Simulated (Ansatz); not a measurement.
Formation energy of the bound charge states of N interstitial in metastable zinc-blende AlN (start: void with 4N nearest; 64-site cell, 2×2×2 shifted sampling) against the Fermi level, N-rich (Δμ(N) = 0.00 eV; only phases computed here count, gases as isolated molecules at 0 K). Computed with PBE, PAW (plane waves to 420 eV; Ansatz, a program for electronic structure).

Set-up: 64-site cell; 2×2×2 shifted k-points; host gap 3.31 eV; charged states image-corrected; corrections pass 1 eV, so highly charged states may be off by several tenths; flagged in the runs: a doubtful potential alignment, a strain field that reaches the edge of the cell.

Left out: charge −2 (carrier in host band states).

| E_F − E_VBM (eV) | q = +2 | q = +1 | q = 0 | q = −1 |
|---|---|---|---|---|
| 0.00 | 3.15 | 3.34 | 4.90 | 7.06 |
| 0.41 | 3.98 | 3.75 | 4.90 | 6.65 |
| 0.83 | 4.81 | 4.16 | 4.90 | 6.24 |
| 1.24 | 5.64 | 4.58 | 4.90 | 5.82 |
| 1.66 | 6.47 | 4.99 | 4.90 | 5.41 |
| 2.07 | 7.29 | 5.41 | 4.90 | 4.99 |
| 2.48 | 8.12 | 5.82 | 4.90 | 4.58 |
| 2.90 | 8.95 | 6.23 | 4.90 | 4.17 |
| 3.31 | 9.78 | 6.65 | 4.90 | 3.75 |

Crossings of the lowest lines: (+2/+1) at 0.18 eV; (+1/0) at 1.56 eV; (0/−1) at 2.17 eV.
